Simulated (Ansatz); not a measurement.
Question: Name crystals whose root-mean-square Fermi velocity lies between 5.5 and 8.6 ×10⁵ m/s and whose density of states at the Fermi level per atom lies between 0.95 and 1.49 states/eV, by r2SCAN, rigid bands run with Ansatz (an electronic-structure program).

Answer: Many crystals can fit; among those computed here:
- Nb (Im-3m): 6.7 ×10⁵ m/s, 1.35 states/eV
- Rh (Fm-3m): 6.9 ×10⁵ m/s, 1.19 states/eV
- Ta (Im-3m): 6.9 ×10⁵ m/s, 1.19 states/eV

Metals at this level; values at 300 K, both spins, means over directions. As a rough test of the mesh, the Fermi surface's area from every second k point differs by up to 5 %. Spin-orbit coupling is left out.

The missing spin-orbit coupling matters most for Ta (Im-3m).
